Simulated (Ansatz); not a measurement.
Faces of germanium in 1x1 cells, as slabs relaxed from ideal cuts; for each face the lowest of the symmetric, stoichiometric cuts and spin starts that were computed. The slabs keep the symmetry of their cuts; real faces may buckle, or reconstruct in larger cells. No spin-orbit coupling, no Hubbard U.

Calculation: PBE (plane waves to 420 eV, PAW; Ansatz, an electronic-structure program).

```
face                                     cell area (Å²)  outermost plane spacing of the ideal cut (Å)  γ unrelaxed (J/m²)  γ relaxed (J/m²)  work function, top face (eV)
---------------------------------------  --------------  --------------------------------------------  ------------------  ----------------  ----------------------------
(100)                                             16.59                                          1.44                1.40                 ?                          5.03
(110)                                             23.46                                          2.04                1.24              1.23                          4.68
(111)                                             14.37                                          0.83                1.05              1.04                          4.61
(210)                                             37.09                                          0.64                1.34                 ?                          4.31
(211) (like top atoms buckled by 0.8 Å)           40.63                                          1.18                1.27              1.04                          4.52
(221) (4 Ge–Ge bonds formed)                      49.77                                          0.48                1.39              0.98                          4.41
(310) (4 Ge–Ge bonds formed)                      52.46                                          0.91                1.36              0.98                          4.25
(311)                                             27.51                                          1.30                1.34                 ?                          4.27
(320) (2 Ge–Ge bonds formed)                      59.81                                          0.40                1.31              0.91                          4.30
(321) (like top atoms buckled by 0.6 Å)           62.07                                          0.77                1.28              0.93                          4.22
(322) (4 Ge–Ge bonds formed)                      68.40                                          0.35                1.36              0.90                          4.59
(331)                                             36.15                                          0.33                1.21              1.00                             ?
```

Task: Fill in the missing entries.

Result: 
- (100), γ relaxed (J/m²): 1.39
- (210), γ relaxed (J/m²): 0.95
- (311), γ relaxed (J/m²): 1.06
- (331), work function, top face (eV): 4.67
